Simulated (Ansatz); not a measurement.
The parent structure is ZnCu2SnS4 (space group I-4, No. 82; a = 5.317 Å, c = 10.643 Å). Axes: x, y, z lie along a, b, c of the conventional cell.

Calculations: LDA, PAW, 420 eV (Ansatz, a first-principles code; without spin-orbit coupling).

Strains are applied to the cell and any free atomic positions relax.

One change was made to it. Results:

The band gap grows by 0.02 eV, from 0.14 eV to 0.16 eV; the valence-band top at Γ (three highest levels, from the VBM) becomes 0.00, -0.08, -0.08 eV (base: 0.00, -0.04, -0.04 eV); the pressure (mean of the normal stresses, compression positive) goes from zero to 1.37 GPa; the energy increases by 1.5 meV/atom.

Which change produced these results?
A. uniaxial strain ε_zz = −3.00 %
B. uniaxial strain ε_zz = −0.75 %
C. uniaxial strain ε_zz = −1.50 %
D. uniaxial strain ε_zz = −2.25 %

C, uniaxial strain ε_zz = −1.50 %. For comparison, the valence-band top at Γ in the other runs: uniaxial strain ε_zz = −2.25 % gives 0.00, -0.10, -0.10 eV; uniaxial strain ε_zz = −3.00 % gives 0.00, -0.12, -0.12 eV; uniaxial strain ε_zz = −0.75 % gives 0.00, -0.06, -0.06 eV.

Whether these cells are dynamically stable was not tested. All final runs are without spin polarisation. A zero or small gap of ZnCu2SnS4 can be the functional's error rather than a property of the material.
